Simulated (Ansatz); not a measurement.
## What x(Cr) = 0.667, 12 atoms, Fmmm does to TiAl3

Consider TiAl3 (space group I4/mmm, No. 139; a = 3.824 Å, c = 8.561 Å).

The other end (x = 1) is Al3Cr (space group I4/mmm, No. 139; ferromagnetic; a model cell, its experimental status unchecked): 14.55 Å³/atom, gap zero; this end may not be an ambient phase.

It is then changed as follows: a fraction x = 0.667 of the Ti sites is given to Cr, ordered in a cell of 12 atoms (starting symmetry Fmmm) and fully relaxed.

Level of theory: r2SCAN in Ansatz (plane waves to 500 eV, PAW, without spin-orbit coupling). Settings: 9×9×9 k-points, 0.05 eV Fermi–Dirac smearing, for the changed cell.

The shortest interatomic distance decreases by 0.050 Å (2.704 Å → 2.654 Å) and the band gap stays zero. The magnetic state changes from not spin-polarised to ferromagnetic and the largest site moment goes from zero to 2.36 μB. The mixing energy is +0.01 eV/atom (to 0.01 eV only: unlike meshes or grids) (against an end that may be hypothetical) and the deviation of the volume from the linear (Vegard-type) interpolation amounts to -0.1 %.

Cost of the whole job for the changed cell (relaxation, final SCF and bands): roughly 70 core-minutes.

Other magnetic orders, which the real material may have, were not ruled out. These are small ordered cells, not random alloys; other orderings at the same x differ. Whether these cells are dynamically stable was not tested. Spin-polarised in the final run: TiAl9Cr2 and Al3Cr; the other runs are not.

Ansatz is a program for electronic structure.
